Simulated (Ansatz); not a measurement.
Input:

A slab with vacuum along the third vector:

```yaml
crystal:
  lattice:
    - [4.80769, 0.00000, 0.00000]
    - [2.40385, 4.69103, 0.00000]
    - [0.00000, 0.00000, 26.00000]
  atoms:
    - { symbol: Re, position: [0.48007, 0.78393, 0.31668] }
    - { symbol: Re, position: [0.00349, 0.29832, 0.33853] }
    - { symbol: Re, position: [0.89855, 0.85420, 0.35888] }
    - { symbol: Re, position: [0.46485, 0.41258, 0.38139] }
    - { symbol: Re, position: [0.36710, 0.93977, 0.41258] }
    - { symbol: Re, position: [0.92513, 0.48497, 0.43589] }
    - { symbol: Re, position: [0.81731, 0.02786, 0.46136] }
    - { symbol: Re, position: [0.37938, 0.57439, 0.48615] }
    - { symbol: Re, position: [0.27051, 0.12585, 0.51385] }
    - { symbol: Re, position: [0.83257, 0.67238, 0.53864] }
    - { symbol: Re, position: [0.72475, 0.21527, 0.56411] }
    - { symbol: Re, position: [0.28278, 0.76047, 0.58742] }
    - { symbol: Re, position: [0.18503, 0.28765, 0.61861] }
    - { symbol: Re, position: [0.75133, 0.84603, 0.64112] }
    - { symbol: Re, position: [0.64639, 0.40192, 0.66147] }
    - { symbol: Re, position: [0.16981, 0.91631, 0.68332] }
```

Model: 16-atom slab, 9.9 Å thick at the start (thin: gaps and levels are the slab's own), 9x8x1 mesh, Fermi-Dirac 0.1 eV, dipole correction, all atoms relaxed; held to the start's symmetry, so lower structures may exist; no spin, no spin-orbit, no U.

### Question
Predict the work function of the top face from PBE run with Ansatz (an electronic-structure program).

### Answer
4.35 eV

### Question
What is the computed surface energy (mean of both faces) (PBE)?

### Answer
3.40 J/m²
